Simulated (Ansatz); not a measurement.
An Ansatz (a quantum-chemistry and plane-wave program) input (r2SCAN in Ansatz (plane waves to 500 eV, PAW, no spin-orbit coupling), earlier PAW set):

Ansatz 0.2 input:
```yaml
crystal:
  lattice:
    - [-1.9471578856, 1.9471578856, 1.9471578856]
    - [1.9471578856, -1.9471578856, 1.9471578856]
    - [1.9471578856, 1.9471578856, -1.9471578856]
  atoms:
    - { symbol: Lu, position: [0, 0, 0] }
basis: { ecutwfc: 500, ecutrho_ratio: 4, xc_grid: 4, fft_grid_basis: typed }
kpoints: { mp_grid: { grid: [17, 17, 17] } }
hamiltonian:
  xc: r2scan
  dispersion: none
  pseudopotentials: { azcp: { folder: ./paw }, kind: paw }
scf: { occupations: { method: fermi_dirac, width: 0.05 }, convergence: { dr2_threshold: 0.0000000001 } }
output: { forces: true, stress: true }
checkpoint: { write: state.ck, write_every: 1000 }
```

Task: Which symmetry and how many k-points will the program report, and about how many plane waves at Γ?

Result: Space group Im-3m (ITA 229) with 48 operations, k-points 165 of 4913, and 767 plane waves at Γ.

Whether these cells are dynamically stable was not tested. The final runs are not spin-polarised. The cell was made from Li by this change: Li → Lu; the result is a model cell, its experimental status unchecked. This is not the structure that Lu has at room temperature and ambient pressure.
